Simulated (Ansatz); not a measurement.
The reference is SnTe in the rock salt structure (space group Fm-3m, No. 225).

```yaml
crystal:
  lattice:
    - [0.00000, 3.11741, 3.11741]
    - [3.11741, 0.00000, 3.11741]
    - [3.11741, 3.11741, 0.00000]
  atoms:
    - { symbol: Sn, position: [0.00000, 0.00000, 0.00000] }
    - { symbol: Te, position: [0.50000, 0.50000, 0.50000] }
```

Cartesian axes are those of the cell as printed.

Method: DFT with LDA, PAW potentials and a 420 eV plane-wave cutoff in Ansatz (a first-principles code), no spin-orbit coupling.

Modification: tensile biaxial strain of 1.50 % in the plane normal to [001], as in epitaxy on a mismatched substrate; the out-of-plane cell vector and the atoms relax.

Task: Predict the new energy relative to the base.

Result: The energy increases by 6.0 meV/atom.

Task: How does this affect the in-plane stress?

Result: The mean in-plane stress (compression positive) amounts to -2.0 GPa.

Task: What does the calculation give for the out-of-plane strain after the change?

Result: The out-of-plane strain comes out as -0.05 %.

Whether these cells are dynamically stable was not tested.
